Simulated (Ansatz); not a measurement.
# TlBr: band gap against strain

TlBr (CsCl type, Pm-3m, 29.992 Å³/atom at rest, cube axes along x, y and z) under an equal strain ε along all three axes. PBEsol in Ansatz, a plane-wave DFT program (PAW, default set), 420 eV, 9×9×9 Γ-centred mesh, Fermi-Dirac smearing 0.05 eV; ions are relaxed within the symmetry of each cell. Gaps are the smallest over the k-mesh and a band path, without spin-orbit coupling; in all rows the valence edge lies at about 0.8 Å⁻¹ from Γ and the conduction edge at about 0.8 Å⁻¹ from Γ.

Here s stands for strain and Eg for gap.

| strain (%) | gap (eV) |
|---|---|
| -3.00 | ? |
| -1.50 | 1.45 |
| -1.00 | 1.50 |
| -0.50 | 1.54 |
| 0.00 | 1.59 |
| 0.50 | 1.63 |
| 1.00 | 1.67 |
| 1.50 | 1.72 |

Question: Fit Eg against s with a straight line, and predict the withheld value at s = -3.00.

Answer: Means: s 0, Eg 1.586. About the means, the sum of products is 0.62000 and the sum of squares of s is 7.0000; the slope is their ratio. Least squares gives Eg = 1.586 + 0.0886·s. Residuals (row less fit): -0.003, 0.003, -0.002, 0.004, 0.000, -0.005, 0.001; standard error 0.003 (degrees of freedom: 5). Over these rows the gap moves by 8.9 ± 0.1 eV per unit strain, or 3.0 eV per unit of ln V. At the withheld row, Eg = 1.586 + 0.0886 × (-3.0) = 1.320 eV. The calculation gives 1.30 eV, 0.020 eV below the prediction (4.8 % of the range of Eg in the table). The row lies outside the fitted rows, so this is an extrapolation. The fitted rows scatter only by rounding.

The primitive cell can neither tilt nor turn polar against its symmetry, as such crystals can under strain. Other structures, which can take over under pressure, weren't tried. Spin-orbit coupling is left out, which can shift this property for TlBr. Rows are the converged runs of the series near zero and its far end; series whose fitted rows scatter by over a few per cent of the range, as at a crossing or softening among them, aren't shown in this form. Most that stay on the fit to the last digits aren't either.
